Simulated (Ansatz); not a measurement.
## Pressure series in BaZrO3

The reference is BaZrO3 in the cubic perovskite structure (space group Pm-3m, No. 221).

```
BaZrO3
1.0
    4.22714     0.00000     0.00000
    0.00000     4.22714     0.00000
    0.00000     0.00000     4.22714
Ba Zr O
1 1 3
Direct
  0.00000   0.00000   0.00000
  0.50000   0.50000   0.50000
  0.00000   0.50000   0.50000
  0.50000   0.50000   0.00000
  0.50000   0.00000   0.50000
```

Cell and atoms are relaxed at each pressure.

Method: PBE (Ansatz, a quantum-chemistry and plane-wave program), scalar-relativistic without spin-orbit coupling, earlier PAW set.

Computed cases, in order: pressure −2 GPa; pressure −1 GPa; 0 GPa (base); pressure 3 GPa; pressure 7 GPa; pressure 15 GPa; pressure 30 GPa; pressure 50 GPa; pressure 75 GPa; pressure 100 GPa.

Q: Between which two neighbouring cases does the gap turn between direct and indirect?

A: Between pressure 15 GPa (3.38 eV, indirect, R → Γ) and pressure 30 GPa (3.49 eV, direct at Γ). The whole series: pressure −2 GPa: 3.15 eV, indirect, R → Γ; pressure −1 GPa: 3.17 eV, indirect, R → Γ; 0 GPa (base): 3.19 eV, indirect, R → Γ; pressure 3 GPa: 3.23 eV, indirect, R → Γ; pressure 7 GPa: 3.29 eV, indirect, R → Γ; pressure 15 GPa: 3.38 eV, indirect, R → Γ; pressure 30 GPa: 3.49 eV, direct at Γ; pressure 50 GPa: 3.44 eV, direct at Γ; pressure 75 GPa: 3.31 eV, direct at Γ; pressure 100 GPa: 3.14 eV, direct at Γ.

Load acts through the strain it causes; cell and atoms are relaxed under it. Whether these cells are dynamically stable was not tested. Competing high-pressure phases were not computed.
